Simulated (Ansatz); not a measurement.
Start from HfO2 in the CdI2 type structure (space group P-3m1, No. 164; a = 3.208 Å, c = 4.515 Å; a hypothetical phase, not in the database extracts checked; layered, stacked along the Cartesian z axis).

Now apply this change: cell and atoms relaxed at a pressure of 18 GPa.

Levels (all Ansatz, a program for electronic structure, PAW): PBEsol-D3(BJ) (420 eV, without spin-orbit coupling); r2SCAN (500 eV, without spin-orbit coupling); HSE06 (420 eV, scalar-relativistic without spin-orbit coupling).

One geometry, relaxed with PBEsol-D3(BJ), under each level:

```csv
level,band gap,lowest conduction level above the VBM at special points,hole mass
PBEsol-D3(BJ),3.32 eV,M 3.32 eV; K 3.43 eV; A 4.36 eV; Γ 4.82 eV,"0.50 mₑ along c, 1.8 mₑ across (at Γ)"
r2SCAN,___,___,___
HSE06,4.96 eV,M 4.96 eV; K 5.13 eV; A 6.11 eV; Γ 6.61 eV,–
```

Q: Give the withheld r2SCAN results.

A: 
- r2SCAN, band gap: 3.87 eV
- r2SCAN, lowest conduction level above the VBM at special points: M 3.87 eV; K 3.99 eV; A 4.95 eV; Γ 5.40 eV
- r2SCAN, hole mass: 0.51 mₑ along c, 1.8 mₑ across (at Γ)

Single points use the geometry relaxed with PBEsol-D3(BJ). Their cutoffs differ, which shifts pressures a little. HSE06 gaps are upper bounds (no full band path). Spin-orbit coupling, missing from the scalar runs, can matter with Hf. Load acts through the strain it causes; cell and atoms are relaxed under it. Masses are band curvatures over ±0.01 Å⁻¹ around the edge. No phonon test of stability was made. Competing high-pressure phases were not computed.
